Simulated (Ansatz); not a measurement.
L1₂ (Cu3Au-type) Ni3Si was calculated with LDA (Ansatz, a program for electronic structure, PAW).

Run with plane-wave cutoff 520 eV, 16×16×16 k mesh, Fermi–Dirac smearing 0.05 eV, no spin polarisation, scalar-relativistic PAW data made under PBE.

Energies at three volumes about the minimum:

| V (Å³/atom) | E − E_lowest (meV/atom) |
|---|---|
| 9.865 | 3.53 |
| 10.066 | 0.00 |
| 10.268 | 3.00 |

Q: Fit a parabola by hand: where is the minimum, what lattice constant follows, and what is the bulk modulus?

A: Slopes: (0.00 − 3.53)/(10.066 − 9.865) = -17.562 and (3.00 − 0.00)/(10.268 − 10.066) = 14.851 meV/Å³. Curvature E″ = 2 × (14.851 − (-17.562))/(10.268 − 9.865) = 160.859 meV/Å⁶. From the middle of the first interval, the slope vanishes at V0 = 9.9655 − (-17.562)/160.859 = 10.075 Å³/atom. B = V0 E″ = 10.075 × 160.859 meV/Å³ × 0.1602 GPa per meV/Å³ = 260 GPa. With 4 atoms in the cube, a = (4 × 10.075)^(1/3) = 3.428 Å. The full Birch–Murnaghan fit to all volumes gives V0 = 10.071 Å³/atom and B0 = 259 GPa.

Measured, for comparison: lattice constant a 3.510 Å (temperature not stated, not corrected to a static lattice; as tabulated in Metallic Nickel Silicides: Experiments and Theory for NiSi and First Principles …).
